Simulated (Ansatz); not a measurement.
The starting structures come from a database of crystals and need not be the phases stable at ambient conditions.

 Where the default PAW files enter, the runs use the earlier of Ansatz's two default sets.

The decay constant κ of evanescent states in the gap governs leakage through a thin film.

Here is the system:

```xyz
10
Lattice="5.1233 0.0000 0.0000 -2.2838 4.5861 0.0000 0.0000 0.0000 4.8586" Properties=species:S:1:pos:R:3 pbc="T T T"
Si     3.3841     0.1224     1.3152
Si    -0.5446     4.4638     3.7445
Si    -1.3990     3.0838     1.3152
Si     4.2385     1.5023     3.7445
N      3.1482     0.4386     2.9881
N     -0.3087     4.1475     0.5588
N     -1.0107     3.0136     2.9881
N      3.8503     1.5725     0.5588
O      2.2469     3.6289     1.0752
O      0.5927     0.9572     3.5045
```

Space group of this cell: Cmc2_1. The cell is strained (lengths across the current scaled by 0.98, ions clamped); by PBEsol its mean pressure is 12.1 GPa.

Transport runs along the normal of the first two printed cell vectors.

No gap correction and no spin-orbit coupling; mid-gap values are interpolated between computed energies.

Give the band gap and the smallest decay constant κ at mid-gap that PBEsol (Ansatz, a program for electronic structure) yields.

Gap 5.18 eV on a 8×8×6 mesh; κ = 0.386 1/Å, at the zone centre.
